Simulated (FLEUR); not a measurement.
# A series of runs on TePb₂S (R-3m, 4 atoms in the cell)

```yaml
crystal:
  lattice:
    - [2.22198, 1.28286, 7.25989]
    - [-2.22198, 1.28286, 7.25989]
    - [0.00000, -2.56572, 7.25989]
  atoms:
    - { symbol: Te, position: [0.50000, 0.50000, 0.50000] }
    - { symbol: Pb, position: [0.74172, 0.74172, 0.74172] }
    - { symbol: Pb, position: [0.25828, 0.25828, 0.25828] }
    - { symbol: S, position: [0.00000, 0.00000, 0.00000] }
```

Base run A: PBEsol, all-electron FLAPW (FLEUR), scalar-relativistic valence run with FLEUR, self-consistent single point.

Its settings: Kmax = 3.8 1/bohr; GmaxXC = 15.2 1/bohr; xcFunctional = PBEs; jspins = 1; l_soc = F; mode = gauss; fermiSmearingEnergy = 0.00073499 Htr; mesh (inpgen div1-3) = 3 3 3; inpgen gamma flag = false; Gmax = 15.2 1/bohr; numbands = 0; maxIterBroyd = 25; imix = Anderson; alpha = 0.05; precondParam = 0; minDistance = 1e-05 me/bohr^3; ctail = T; kcrel = 0; coretail_lmax = 0; theta = 0.

The starting cell comes from a database of computed structures (which also holds hypothetical and non-ambient phases and stackings), without a prior relaxation at this level. Spin-orbit coupling is off. Values depend on the basis (sphere radii, cutoffs, local orbitals), which need not be converged.

ΔF is the free energy per atom less that of run A. 

```
run  alpha  ΔF (meV/atom)  largest force (eV/Å)  gap on the mesh (eV)  iterations
---  -----  -------------  --------------------  --------------------  ----------
A     0.05           0.00                 0.028                 0.681          17
B     0.01           0.00                 0.028                 0.681          21
C     0.02           0.00                 0.028                 0.681          19
D      0.1           0.00                 0.028                 0.681          16
E      0.2           0.00                 0.028                 0.681          14
F      0.3           0.00                 0.028                 0.681          13
G      0.5           0.00                 0.028                 0.681          12
```

Runs B, C, D, E, F, G ended on the same solution as A (within 1 meV/atom). The fewest iterations to that state were 12 (G); the most were 21.
